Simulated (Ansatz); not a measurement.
**Work function of Ba(110) slab by several functionals**

All runs by Ansatz (plane waves, PAW, no spin-orbit coupling): 7 layers on the in-plane lattice of PBE, ions relaxed at each level.

```csv
level,work function (eV),rough cost against PBE (one kind of shared host)
LDA,[?],within a factor of 2
PBE,2.39,1
PBEsol,2.43,within a factor of 2
r2SCAN,[?],about 3 times
```

What belongs in the gaps?


- LDA, work function (eV): 2.55
- r2SCAN, work function (eV): 2.38

Which level lies nearest to measurement, and on which side does PBE miss?

Measured (a polycrystalline sample, not this face): 2.53 eV (measured; Richard Tran, Xiang-Guo Li, Joseph H. Montoya et al., Surface Science (2019), arXiv:1902.07811). Misses: LDA +0.02, PBE -0.14, PBEsol -0.10, r2SCAN -0.15 eV. Nearest is LDA, though measured values of one face scatter by 0.1 eV or more.

Ansatz is a program for electronic structure.
